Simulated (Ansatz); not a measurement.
System: A15 V3Si (cubic form, which distorts at low temperature). Method: LDA (Ansatz, an electronic-structure program, plane waves, PAW).

Excerpt of the program's output:

```
Crystal: 8 atoms, lattice volume = 97.738 Å³
Basis set: ecut = 520 eV, 2601 PW (Γ), exchange–correlation on 72×72×72 points (8 copies of the dense FFT grid, shifted against one another)
Bands: 52, of which v1, the nominal top of the filled ones, is band 43 counted from 1 (42 counted from 0)
Symmetry: 48 space group operations
Space group: Pm-3n (ITA 223), of the structure as read, at distance tolerance 4.6e-5 Å
k-points: 84 of 1728
Functional: x = slater, c = lda
SCF iter   1: F=—  HF=-18384.208005 eV  |F-HF|=—  |Δ(HF+E_count)|=         —  Δρ=8.86e-3  dr2=2.78e-2
SCF iter   2: F=—  HF=-18384.199660 eV  |F-HF|=—  |Δ(HF+E_count)|=   8.35e-3  Δρ=4.40e-3  dr2=6.97e-3
  ...
SCF iter   7: F=—  HF=-18384.197925 eV  |F-HF|=—  |Δ(HF+E_count)|=   1.31e-8  Δρ=3.62e-6  dr2=1.18e-8
SCF iter   8: F=-18384.197925 eV  HF=-18384.197925 eV  |F-HF|=1.46e-11  |Δ(HF+E_count)|=   3.12e-9  Δρ=3.89e-7  dr2=9.02e-11
SCF 1 converged in 8 iterations: F = -18384.197925 eV  dr2 = 9.02e-11
SCF converged after 8 iterations
Free energy (F): -18384.197925 eV
Internal energy: -18384.088037 eV  (E = F + TS)
E sigma→0 (E₀):  -18384.142981 eV
Fermi energy:    16.600450 eV
--- Stress (GPa, compression-positive) ---
       -0.000019       0.000000      -0.000000
        0.000000      -0.000019       0.000000
        0.000000       0.000000      -0.000019
  P = ⅓ Tr σ = -0.0000 GPa (-0.000 kbar)
```

Q: Write an input file that produces this run.

A: One answer among several that fit: 
Ansatz 0.2 input:
```yaml
crystal:
  lattice:
    - [4.6063295537, 0.0, 0.0]
    - [0.0, 4.6063295537, 0.0]
    - [0.0, 0.0, 4.6063295537]
  atoms:
    - { symbol: V, position: [0.25, 0.0, 0.5] }
    - { symbol: V, position: [0.5, 0.25, 0.0] }
    - { symbol: V, position: [0.5, 0.75, 0.0] }
    - { symbol: V, position: [0.75, 0.0, 0.5] }
    - { symbol: V, position: [0.0, 0.5, 0.75] }
    - { symbol: V, position: [0.0, 0.5, 0.25] }
    - { symbol: Si, position: [0.5, 0.5, 0.5] }
    - { symbol: Si, position: [0.0, 0.0, 0.0] }
basis:
  ecutwfc: 520
  ecutrho_ratio: 4
  xc_grid: 2
kpoints:
  mp_grid: { grid: [12, 12, 12] }
hamiltonian:
  xc: lda
  dispersion: none
  pseudopotentials: { kind: paw }
scf:
  occupations: { method: fermi_dirac, width: 0.05 }
  convergence: { dr2_threshold: 0.0000000008 }
output:
  forces: true
  stress: true
  eigenvalues: true
```

The PAW data were made under PBE.

Note: symmetry holds this phase in the static calculation, where it need not be a minimum.
